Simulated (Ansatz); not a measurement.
# cubic BaHfO3 (1 1 0) on zinc-blende InAs (1 1 0) (film strained to the substrate, started from cuts of the bulks and a machine-learned relaxation; slabs As6In6 and Ba3Hf3O11, which can lie off the formulas)

A periodic stack without vacuum, cubic BaHfO3 (1 1 0) on zinc-blende InAs (1 1 0) (film strained to the substrate, started from cuts of the bulks and a machine-learned relaxation; slabs As6In6 and Ba3Hf3O11, which can lie off the formulas): substrate slab As6In6, film Ba3Hf3O11, surface cells [[0, -1], [1, -1]] and [[1, 0], [1, 1]], film strained by +4.0 and +4.0 %, outermost planes AsIn/AsIn and O/O as cut, which need not be the usual terminations and can put a slab off its formula.

The start was prepared with a machine-learned potential, and the result is one local minimum, with the in-plane cell held and forces under 0.04 eV/Å; the film can end far from its bulk form.

The numbers are results of PBE (plane waves to 420 eV, PAW; Ansatz, an electronic-structure program), not measurements. Spin–orbit coupling is left out; the runs are not spin-polarised; PBE gaps are too small against experiment. Its k-point mesh 7×4×1, Fermi–Dirac width 0.05 eV.

| Item | Result |
|---|---|
| interface area | 27.1 Å² |
| period | 22.75 Å |
| heights between the nearest atoms of the two slabs at the two interfaces | 1.64 and 1.64 Å |
| As–O contacts across the interfaces within 1.22 times the sum of covalent radii | 2, mean 1.81 Å |
| As–Hf contacts across the interfaces within 1.22 times the sum of covalent radii | 2, mean 3.41 Å |
| As–Ba contacts across the interfaces within 1.22 times the sum of covalent radii | 2, mean 3.93 Å |
| In–O contacts across the interfaces within 1.22 times the sum of covalent radii | 2, mean 2.08 Å |

```xyz
29
Lattice="4.3721 0.0002 -0.1313 4.3718 6.1859 -0.1267 2.9492 3.1153 22.6780" Properties=species:S:1:pos:R:3 pbc="T T T"
As     2.9512     1.8132     0.7291
As     5.1486     4.8133     2.8738
As     3.0624     1.7005     4.9944
As     5.3237     4.7922     7.1984
As     3.1729     1.7176     9.3194
As     5.5054     4.9057    11.4610
In     7.3361     6.3040     2.6955
In     5.1947     3.3644     0.6600
In     7.5088     6.3200     7.0339
In     5.2533     3.2283     5.0304
In     7.7489     6.4594    11.4009
In     5.3669     3.2079     9.3722
Ba     2.7990     2.9006    14.5348
Hf     4.9089     5.9996    14.6297
O      5.0710     4.3428    13.1295
O      8.7404     7.3326    13.0124
O      6.9458     5.9454    14.6681
Ba     7.1938     6.0092    17.3857
Hf     4.9839     2.8993    17.4505
O      9.2208     7.5320    15.8728
O      4.7598     4.3756    15.9759
O      2.6771     2.8706    17.5206
Ba     7.3406     2.8942    20.3582
Hf     9.4538     5.9949    20.1428
O      4.8527     4.3589    18.9526
O      9.3125     7.5170    18.7635
O      7.1149     5.9462    20.1076
O      9.0128     7.3402    21.6506
O      5.3566     4.3551    21.7752
```
